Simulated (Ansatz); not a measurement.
**Pressure series in HfO2**

Consider HfO2 (space group Pca2_1, No. 29).

```yaml
crystal:
  lattice:
    - [5.24666, 0.00000, 0.00000]
    - [0.00000, 5.03039, 0.00000]
    - [0.00000, 0.00000, 5.05948]
  atoms:
    - { symbol: Hf, position: [0.03251, 0.26703, 0.24859] }
    - { symbol: Hf, position: [0.96749, 0.73297, 0.74859] }
    - { symbol: Hf, position: [0.53251, 0.73297, 0.24859] }
    - { symbol: Hf, position: [0.46749, 0.26703, 0.74859] }
    - { symbol: O, position: [0.36704, 0.07000, 0.10889] }
    - { symbol: O, position: [0.63296, 0.93000, 0.60889] }
    - { symbol: O, position: [0.86704, 0.93000, 0.10889] }
    - { symbol: O, position: [0.13296, 0.07000, 0.60889] }
    - { symbol: O, position: [0.23215, 0.53889, 0.99852] }
    - { symbol: O, position: [0.76785, 0.46111, 0.49852] }
    - { symbol: O, position: [0.73215, 0.46111, 0.99852] }
    - { symbol: O, position: [0.26785, 0.53889, 0.49852] }
```

Cell and atoms are relaxed at each pressure.

Calculations: Ansatz (a first-principles code) r2SCAN, no spin-orbit coupling.

```csv
change,band gap,smallest direct gap,shortest interatomic distance
base,4.97 eV,5.17 eV,2.032 Å
pressure −2 GPa,4.95 eV,5.16 eV,2.036 Å
pressure −1 GPa,4.96 eV,5.16 eV,2.034 Å
pressure 0.3 GPa,4.97 eV,5.17 eV,2.031 Å
pressure 0.7 GPa,4.98 eV,5.18 eV,2.030 Å
pressure 1.5 GPa,4.99 eV,5.18 eV,2.029 Å
pressure 3 GPa,5.01 eV,5.19 eV,2.026 Å
```

With Hf present, leaving out spin-orbit coupling can change the band edges. Load acts through the strain it causes; cell and atoms are relaxed under it. No phonon test of stability was made. This is not the structure that HfO2 has at room temperature and ambient pressure.
